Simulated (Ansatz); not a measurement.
## What uniaxial strain ε_xx = −0.37 % does to MgTe

The reference is MgTe in the zinc blende structure (space group F-43m, No. 216; a = 6.438 Å). Axes: x, y, z lie along the cube axes.

Modification: uniaxial strain ε_xx = −0.37 %, all other strain components held at zero, atoms relaxed at fixed cell.

Computed with PBEsol/PAW in Ansatz (an electronic-structure program), no SOC, earlier PAW set. k-mesh 9×9×9 (Γ-centred); smearing 0.05 eV (Fermi–Dirac).

| quantity | base | changed | shift |
|---|---|---|---|
| volume per atom | 33.36 Å³ | 33.24 Å³ | -0.12 Å³ |
| space group | F-43m (No. 216) | I-4m2 (No. 119) | – |
| shortest interatomic distance | 2.788 Å | 2.784 Å | -0.0034 Å |
| energy relative to the base (free energy F) | 0 meV/atom | +0.1 meV/atom | +0.1 meV/atom |
| pressure (mean of the normal stresses, compression positive) | 0.0 kbar | 1.4 kbar | +1.4 kbar |
| band gap | 2.35 eV | 2.36 eV | +0.01 eV |
| gap character | direct at Γ | direct at Γ | – |
| electron mass | 0.16 mₑ (at Γ) | 0.16 mₑ (at Γ) | – |
| valence-band top at Γ (three highest levels, from the VBM) | 0.00, 0.00, 0.00 eV | 0.00, -0.01, -0.01 eV | – |
| valley order (the lowest conduction-band minima on the path, energy above the VBM, named in the base's zone) | Γ 2.35 eV; X along ⟨100⟩ 2.71 eV; L along ⟨111⟩ 3.18 eV | Γ 2.36 eV; X along [100] 2.69 eV; X along [001] 2.70 eV; L along [1-1-1] 3.18 eV | – |
| stress (xx, yy, zz, yz, xz, xy; compression positive) | – | (0.17, 0.12, 0.12, 0.00, 0.00, 0.00) GPa | – |

Spin-orbit coupling, missing from the scalar runs, can matter with Te. Effective masses come from finite differences of ±0.01 Å⁻¹. Whether these cells are dynamically stable was not tested. Labels are those of the standard path for the cell's own space group.
